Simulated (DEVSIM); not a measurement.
Device: abrupt Ge n-p junction, at 300 K.

```
layer (left to right)  material  thickness (μm)  Nd (cm⁻³)  Na (cm⁻³)  τn (s)  τp (s)
---------------------  --------  --------------  ---------  ---------  ------  ------
1                            Ge            1.30       3e18          -    4e-7    4e-7
2                            Ge             160          -     2.4e15    4e-7    4e-7
```

Left contact: ohmic. Right contact: ohmic. Voltage is applied to the left contact. Recombination: SRH at mid-gap, radiative. Mobility is constant in doping.

Constants are typed, rounded textbook-type inputs, not results; the design itself was drawn at random and stands for no fabricated device. Values at 300 K.

```csv
parameter,Ge
gap (eV),0.664
affinity (eV),4
permittivity,16
Nc (cm⁻³),1.04e19
Nv (cm⁻³),6e18
μn (cm²/Vs),3900
μp (cm²/Vs),1900
B (cm³/s),6.4e-14
```

Simulated with DEVSIM: 1D drift-diffusion, Boltzmann statistics, complete ionisation; no tunnelling, impact ionisation, image-force lowering or self-heating.

Q: Tabulate band edges, carrier densities and field at -0.65 V on the left contact.

A: Energies count from the Fermi level of the right contact; mesh points crowd at the junctions.

```tsv
x (μm)	Ec (eV)	Ev (eV)	n (cm⁻³)	p (cm⁻³)	field (V/cm)
0.000	0.682	0.018	3.0e18	1.5e8	≈ 0
0.04168	0.682	0.018	3.0e18	1.2e13	≈ 0
0.1461	0.682	0.018	3.0e18	4.2e13	≈ 0
0.4318	0.682	0.018	3.0e18	1.2e14	≈ 0
1.052	0.682	0.018	3.0e18	3.0e14	≈ 0
1.218	0.682	0.018	3.0e18	3.5e14	≈ 0
1.285	0.682	0.018	3.0e18	3.7e14	610
1.333	0.787	0.123	5.2e16	2.1e16	6900
1.427	0.799	0.135	3.2e16	3.4e16	38
1.694	0.799	0.135	3.2e16	3.4e16	≈ 0
2.389	0.799	0.135	3.2e16	3.4e16	≈ 0
5.554	0.797	0.133	3.0e16	3.3e16	≈ 0
13.14	0.793	0.129	2.8e16	3.0e16	≈ 0
34.19	0.777	0.113	2.1e16	2.4e16	≈ 0
108.1	0.672	0.008	8.5e15	1.1e16	-22
142.1	0.578	-0.086	4.6e15	7.0e15	-37
154.4	0.522	-0.142	2.5e15	4.9e15	-59
158.7	0.492	-0.172	1.3e15	3.7e15	-87
160.7	0.472	-0.192	4.3e14	2.8e15	-130
161.1	0.465	-0.199	1.6e14	2.6e15	-160
161.2	0.463	-0.201	5.2e13	2.4e15	-170
161.3	0.462	-0.202	1.8e11	2.4e15	-170
```
